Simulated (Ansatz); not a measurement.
# BaTiO3 with two functionals, biaxial strain +4.12 %, plane normal [001], relaxed out of plane

Start from BaTiO$_{3}$ (space group P4mm, No. 99; a = 3.985 Å, c = 4.204 Å). Axes: x, y, z lie along a, b, c of the conventional cell.

(Cell as relaxed with PBE.)

Levels (all Ansatz, a quantum-chemistry and plane-wave program, PAW, earlier PAW set): PBE (420 eV, scalar-relativistic without spin-orbit coupling); r2SCAN (500 eV, scalar-relativistic without spin-orbit coupling).

Each level relaxes its own structure.

| base | PBE | r2SCAN |
|---|---|---|
| volume per atom | 13.35 Å³ | 12.98 Å³ |
| lattice parameter a | 7.531 bohr | 7.507 bohr |
| band gap | 1.85 eV | 2.23 eV |

One thing is altered: tensile biaxial strain of 4.12 % in the plane normal to [001], as in epitaxy on a mismatched substrate; the out-of-plane cell vector and the atoms relax.

```csv
quantity,PBE,r2SCAN
shortest interatomic distance,3.458 bohr,(withheld)
energy relative to the base (free energy F),+32 meV/atom,(withheld)
gap character,"indirect, A → Γ",(withheld)
```

Task: Given the PBE results, estimate those of r2SCAN.

Result: 
- shortest interatomic distance, r2SCAN: 3.485 bohr
- energy relative to the base (free energy F), r2SCAN: +37 meV/atom
- gap character, r2SCAN: indirect, A → Γ

PBE's shortest interatomic distance lies 0.027 bohr below r2SCAN's (0.8 %); PBE's energy relative to the base lies 5.0 meV/atom below r2SCAN's; the two agree on the gap character. Neither level is exact; r2SCAN is the comparison here, not a measurement.

Semilocal Kohn–Sham gaps tend to fall short of experiment. Stability against distortions was not tested. All final runs are without spin polarisation.
